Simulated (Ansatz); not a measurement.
The parent structure is NaZnCl$_{3}$ in the cubic perovskite structure (space group Pm-3m, No. 221; a = 4.9132 Å; a hypothetical phase, not in the database extracts checked). Axes: x, y, z lie along the cube axes.

Computed with DFT with PBE, PAW potentials and a 420 eV plane-wave cutoff in Ansatz (a first-principles code), scalar-relativistic without spin-orbit coupling.

For the base:

```
Item               Result
---------------  --------
Volume per atom  23.72 Å³
```

One thing is altered: biaxial strain −1.98 %, plane normal [001], relaxed out of plane (Cartesian); in-plane vectors clamped, the third vector and the atoms free.

**Question.** How does this affect the in-plane stress?

**Answer.** The mean in-plane stress (compression positive) comes out as +1.3 GPa.

**Question.** Estimate the effect on the energy relative to the base.

**Answer.** The energy goes up by 3.8 meV/atom.

**Question.** What happens to the volume per atom?

**Answer.** The volume per atom shrinks by 0.49 Å³, from 23.72 Å³ to 23.23 Å³.

Whether these cells are dynamically stable was not tested. Many cubic perovskites are stable only at high temperature; tilts and polar distortions were not tested.
